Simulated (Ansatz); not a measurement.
The parent structure is PbTe in the rock salt structure (space group Fm-3m, No. 225; a = 6.4424 Å).

Method: PBEsol (Ansatz, a program for electronic structure; PAW; 420 eV plane waves; no spin-orbit coupling), earlier PAW set.

Base values:

| Property | Value |
|---|---|
| Valley order | L along ⟨111⟩ 0.65 eV; a point along ⟨110⟩, about 0.6 Å⁻¹ from Γ 1.25 eV; a point along ⟨100⟩, about 0.3 Å⁻¹ from Γ 1.71 eV |
| Density | 8.32 g/cm³ |

One thing is altered: a hydrostatic pressure of 7.5 GPa.

Problem. How does this affect the valley order and density?

Solution. The valley order (the lowest conduction-band minima on the path, energy above the VBM, named in the base's zone) becomes L along ⟨111⟩ 0.33 eV; a point along ⟨110⟩, about 0.5 Å⁻¹ from Γ 1.04 eV; a point along ⟨100⟩, about 0.3 Å⁻¹ from Γ 1.58 eV (base: L along ⟨111⟩ 0.65 eV; a point along ⟨110⟩, about 0.6 Å⁻¹ from Γ 1.25 eV; a point along ⟨100⟩, about 0.3 Å⁻¹ from Γ 1.71 eV); the density grows by 1.11 g/cm³ to 9.43 g/cm³.

Spin-orbit coupling, missing from the scalar runs, can matter with Pb and Te. The levels and masses belong to the bands next to the band gap. Load acts through the strain it causes; cell and atoms are relaxed under it. No phonon test of stability was made. No other phases were tried under pressure.
